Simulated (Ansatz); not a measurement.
A computed series for Hf: response to strain

Consider Hf in the hcp (Mg type) structure (space group P6_3/mmc, No. 194; a = 3.117 Å, c = 4.950 Å; relaxed with 0.1 eV smearing). Axes: x lies along a and z along c of the hexagonal cell.

Strains are applied to the cell and any free atomic positions relax; under biaxial strain the out-of-plane vector relaxes too.

Calculations: LDA (Ansatz, a first-principles code), without spin-orbit coupling.

```json
[
 {"biaxial strain, plane normal [001], relaxed out of plane (%)": "-3", "out-of-plane strain (%)": "2.51"},
 {"biaxial strain, plane normal [001], relaxed out of plane (%)": "-2.5", "out-of-plane strain (%)": "2.05"},
 {"biaxial strain, plane normal [001], relaxed out of plane (%)": "-2", "out-of-plane strain (%)": "1.61"},
 {"biaxial strain, plane normal [001], relaxed out of plane (%)": "-1.5", "out-of-plane strain (%)": "1.18"},
 {"biaxial strain, plane normal [001], relaxed out of plane (%)": "-1", "out-of-plane strain (%)": "?"},
 {"biaxial strain, plane normal [001], relaxed out of plane (%)": "-0.5", "out-of-plane strain (%)": "0.38"},
 {"biaxial strain, plane normal [001], relaxed out of plane (%)": "0", "out-of-plane strain (%)": "0.00"}
]
```

Fit ε⊥ = −νε + γε² (strains in %) to the rows shown and predict the withheld row.

Least squares on the printed values gives ν = 0.74 (the biaxial Poisson response) and γ = 0.032 (largest residual 0.00 %); this predicts 0.77 %, and the run gives 0.78 %, in agreement.

Stability against distortions was not tested. All final runs are without spin polarisation.
